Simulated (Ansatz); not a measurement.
SiC: pressure series

Base system: SiC (space group P6_3mc, No. 186).

```xyz
8
Lattice="3.0941 0.0000 0.0000 -1.5471 2.6796 0.0000 0.0000 0.0000 10.1293" Properties=species:S:1:pos:R:3 pbc="T T T"
Si     0.0000     0.0000     5.0678
Si     0.0000     0.0000     0.0031
Si     0.0000     1.7864     2.5349
Si     1.5471     0.8932     7.5995
C      0.0000     0.0000     3.1690
C      0.0000     0.0000     8.2336
C      0.0000     1.7864     0.6302
C      1.5471     0.8932     5.6948
```

Cell and atoms are relaxed at each pressure.

The values are results of Ansatz (a quantum-chemistry and plane-wave program), PBE, PAW, cutoff 420 eV, no spin-orbit coupling, not measurements.

| pressure (GPa) | volume per atom (Å³/atom) |
|---|---|
| -2 | 10.599 |
| -1 | 10.548 |
| 0 | 10.498 |
| 0.9 | 10.454 |
| 4.5 | ? |
| 9 | 10.095 |
| 15 | 9.864 |
| 22.5 | 9.606 |
| 30 | 9.376 |

Fit the third-order Birch–Murnaghan form P(V) = (3B₀/2)[(V₀/V)^(7/3) − (V₀/V)^(5/3)]·[1 + (3/4)(B₀′ − 4)((V₀/V)^(2/3) − 1)] (squares taken in P) to the rows shown and predict the withheld row.

Least squares on the printed values gives V₀ = 10.498 Å³/atom, B₀ = 213 GPa, B₀′ = 3.9; this predicts 10.287 Å³/atom, and the run gives 10.287 Å³/atom, in agreement.

Load acts through the strain it causes; cell and atoms are relaxed under it. No phonon test of stability was made. Competing high-pressure phases were not computed.
